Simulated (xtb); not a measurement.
xtb 6.7.1, GFN2-xTB: chlorobenzene triplet (Clc1ccccc1), charge 0, multiplicity 3, 12 atoms. The geometry is a generated start, not checked to be a minimum at this level.

| Quantity | Value |
|---|---|
| method | GFN2-xTB |
| --acc | 1 (default) |
| --etemp (K) | 300 (default) |
| detailed input (--input) | none: ANC optimiser, Lindh (1995) Hessian, microcycle=20, maxdispl=1.0, hlow=0.01 (default) |
| basis functions | 39 |
| valence electrons | 36 |

```xyz
12

Cl     3.0433     0.2079    -0.0108
C      1.3168     0.0900    -0.0056
C      0.5546     1.2467     0.0075
C     -0.8262     1.1448     0.0126
C     -1.4362    -0.0984     0.0051
C     -0.6629    -1.2468    -0.0073
C      0.7188    -1.1593    -0.0129
H      1.0372     2.2119     0.0126
H     -1.4255     2.0429     0.0224
H     -2.5133    -0.1711     0.0103
H     -1.1336    -2.2184    -0.0113
H      1.3270    -2.0502    -0.0226
```

Charge 0 and multiplicity 3 are set for this test and not shown to be the ground state. GFN-xTB has no spin term: --uhf 2 sets the occupations alone.

The structure is relaxed from this start with --opt LEVEL for the levels crude, sloppy, loose, lax, normal, tight, vtight, extreme, once each. Up to the end of the extreme run atoms move by at most 1.1 Å along an axis.

What is the loosest level that ends within 20 meV of the extreme run, and how many cycles does it take?

tight: 33 cycles against 35, ending 0.0048 meV above.

```csv
level,cycles,energy above the extreme run (meV),gradient norm (eV/Å)
crude,4,210,0.36
sloppy,5,210,0.21
loose,6,210,0.050
lax,6,210,0.050
normal,7,210,0.022
tight,33,under 0.01,0.020
vtight,35,under 0.01,0.0023
extreme,35,—,0.0023
```
